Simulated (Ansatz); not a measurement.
We consider L1₀ (CuAu-type) CuAu, described by rVV10 (Ansatz, a quantum-chemistry and plane-wave program, plane waves, PAW).

Numerical settings: plane-wave cutoff 500 eV, 20×20×16 k mesh (along the axes of the cell as run), Fermi–Dirac smearing 0.1 eV, no spin polarisation, scalar-relativistic PAW data made under PBE.

Computed at the level's own relaxed cell.

Q: Give the computed equilibrium volume per atom, lattice parameter a and lattice parameter c.

A: 
- equilibrium volume per atom = 15.37 Å³/atom
- lattice parameter a = 2.932 Å
- lattice parameter c = 3.575 Å

Measured, for comparison: lattice constant a 2.8 Å (temperature not stated, not corrected to a static lattice; as tabulated in Nepal et al. (2019), arXiv:1905.09348); lattice parameter c 3.67 Å (temperature not stated, not corrected to a static lattice; as tabulated in Mehl et al. (2016), arXiv:1607.02532). Computed (rounded) less measured: lattice constant a +4.7 %, lattice parameter c -2.6 %.

Spin–orbit coupling is not included; it can shift volumes and moduli of such heavy elements.

Static lattice: no zero-point or thermal effects.
